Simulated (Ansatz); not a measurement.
**V2O5 (C2/m, No. 12, 7 atoms in the cell; start mp-720166): properties by level of theory**

```tsv
level (code)	equilibrium volume per atom (Å³/atom)	formation enthalpy (eV/atom)
LDA (Ansatz)	11.23	-2.421
PBEsol (Ansatz)	13.51	-2.189
r²SCAN (Ansatz)	12.40	-2.300
r²SCAN-D4 (Ansatz)	11.80	-2.334
r²SCAN+rVV10 (Ansatz)	11.60	-2.335
```

Caveats: the relaxation could not lower the start's symmetry, so the cell can be a saddle point above a distorted one (LDA, PBEsol, r²SCAN, r²SCAN-D4, r²SCAN+rVV10). Ansatz's density-functional and Hartree–Fock values are scalar-relativistic unless marked +SOC, with PAW data made under PBE.

A start named mp-… is a Materials Project structure, which need not be a measured phase.

Ansatz is an electronic-structure program.
